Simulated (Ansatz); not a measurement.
Take ZnS in the zinc blende structure (space group F-43m, No. 216; a = 5.389 Å) as the base. Axes: x, y, z lie along the cube axes.

The values are results of Kohn–Sham DFT with the r2SCAN functional, run in Ansatz (a program for electronic structure) with PAW and 500 eV plane waves, no spin-orbit coupling, not measurements.

Strains are applied to the cell and any free atomic positions relax; under biaxial strain the out-of-plane vector relaxes too.

One change was made to it. Results:

The valley order (the lowest conduction-band minima on the path, energy above the VBM, named in the base's zone) goes from Γ 2.70 eV; X along ⟨100⟩ 3.71 eV; L along ⟨111⟩ 3.82 eV to Γ 2.72 eV; X along [100] 3.68 eV; L along [1-11] 3.80 eV; L along [111] 3.88 eV; the energy increases by 0.4 meV/atom; the electron mass remains 0.19 mₑ (at Γ).

Q: Which change produced these results?
A) biaxial strain −2.50 %, plane normal [111], relaxed out of plane
B) biaxial strain −0.42 %, plane normal [111], relaxed out of plane
C) biaxial strain −2.08 %, plane normal [111], relaxed out of plane

A: B, biaxial strain −0.42 %, plane normal [111], relaxed out of plane. For comparison, the valley order in the other runs: biaxial strain −2.08 %, plane normal [111], relaxed out of plane gives Γ 2.74 eV; X along [100] 3.52 eV; L along [1-11] 3.71 eV; L along [111] 4.11 eV; biaxial strain −2.50 %, plane normal [111], relaxed out of plane gives Γ 2.73 eV; X along [100] 3.47 eV; L along [1-11] 3.68 eV; L along [111] 4.17 eV.

The levels and masses belong to the bands next to the band gap. Effective masses come from finite differences of ±0.01 Å⁻¹. Whether these cells are dynamically stable was not tested.
